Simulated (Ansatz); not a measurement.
The reference is Tl2HgSiSe4 (space group I-42m, No. 121; a = 7.9198 Å, c = 6.6801 Å; a cell from a computed database, its experimental status unchecked).

Levels (all Ansatz, a quantum-chemistry and plane-wave program, PAW): PBEsol (420 eV, no spin-orbit coupling); HSE06 (420 eV, without spin-orbit coupling).

Its gap is 0.64 eV with PBEsol and 1.22 eV with HSE06.

The change: a hydrostatic pressure of 4.5 GPa.

With PBEsol the gap becomes 0.25 eV.

Question: If the HSE06 correction stayed the same, what would the HSE06 gap be, and what does the HSE06 run give?

Answer: A rigid correction of +0.58 eV gives 0.83 eV. The HSE06 run gives 0.75 eV, so the correction itself changes by -0.08 eV.

Single points use the geometry relaxed with PBEsol. HSE06 gaps are upper bounds (no full band path). Spin-orbit coupling, missing from the scalar runs, can matter with Hg and Tl. Load acts through the strain it causes; cell and atoms are relaxed under it. No phonon test of stability was made. A zero or small gap of Tl2HgSiSe4 under pressure 4.5 GPa can be the functional's error rather than a property of the material.
